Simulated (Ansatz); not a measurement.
The structure below was relaxed with PBEsol (Ansatz, a quantum-chemistry and plane-wave program; PAW; 420 eV plane waves; no spin-orbit coupling), at pressure −2 GPa.

```
SiO2
1.0
    5.09552     0.00000     0.00000
   -2.54776     4.41285     0.00000
    0.00000     0.00000     5.56779
Si O
3 6
Direct
  0.49108   0.00000   0.83333
  0.00000   0.49108   0.16667
  0.50892   0.50892   0.50000
  0.41781   0.22758   0.68190
  0.77242   0.19022   0.01523
  0.80978   0.58219   0.34857
  0.19022   0.77242   0.98477
  0.22758   0.41781   0.31810
  0.58219   0.80978   0.65143
```

### Question
Find the space group and the Wyckoff positions.

### Answer
Space group P3₁21 (No. 152); a = b = 5.0955 Å, c = 5.5678 Å, α = β = 90.00°, γ = 120.00°

```
atom  site  symmetry       x       y       z
----  ----  --------  ------  ------  ------
Si      3b       .2.  0.5089  0.5089  0.5000
O       6c         1  0.2276  0.4178  0.3181
```

### Question
Describe the coordination.

### Answer
The crystal has 9 atoms in its conventional cell. Cell: a = b = 5.0955 Å, c = 5.5678 Å, α = β = 90.00°, γ = 120.00°. Si has 4 O at 1.621 Å (tetrahedral). O sees 2 Si at 1.621 Å (bent). (Neighbours: up to the widest gap in distance over summed covalent radii, below 1.35, at either atom.)

Load acts through the strain it causes; cell and atoms are relaxed under it. Stability against distortions was not tested. The cell was made from SiO₂ (space group P3_121, No. 152) by this change: pressure −2 GPa.
